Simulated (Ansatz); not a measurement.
CsCl-type FeAl was calculated with BLYP in Ansatz (PAW).

Run with plane-wave cutoff 520 eV, 18×18×18 k mesh, Fermi–Dirac smearing 0.05 eV, no spin polarisation, scalar-relativistic PAW data made under PBE.

Cell (relaxed at this level):

```cif
data_AlFe
_chemical_formula_sum 'Al1 Fe1'
_space_group_name_H-M_alt 'P 1'
_space_group_IT_number 1
_cell_length_a 2.89466
_cell_length_b 2.89466
_cell_length_c 2.89466
_cell_angle_alpha 90.000
_cell_angle_beta 90.000
_cell_angle_gamma 90.000
loop_
_space_group_symop_operation_xyz
  'x, y, z'
loop_
_atom_site_label
_atom_site_type_symbol
_atom_site_fract_x
_atom_site_fract_y
_atom_site_fract_z
_atom_site_occupancy
Al1 Al 0.50000 0.50000 0.50000 1
Fe1 Fe 0.00000 0.00000 0.00000 1
```

Predict the bulk modulus and pressure derivative B′ of the bulk modulus.


* **bulk modulus**: 164 GPa
* **pressure derivative B′ of the bulk modulus**: 4.3

The run finds no gap.

Measured, for comparison: bulk modulus 152 GPa (room temperature, no zero-point or thermal correction; as tabulated in Yamada et al. (2019), arXiv:1910.09660). Computed (rounded) less measured: bulk modulus +8 %. A static lattice is as a rule a little smaller and stiffer than an uncorrected measurement, which narrows the difference in the bulk modulus and would widen misses of the other sign.

Computed values are for the static lattice.

Ansatz is a first-principles code.
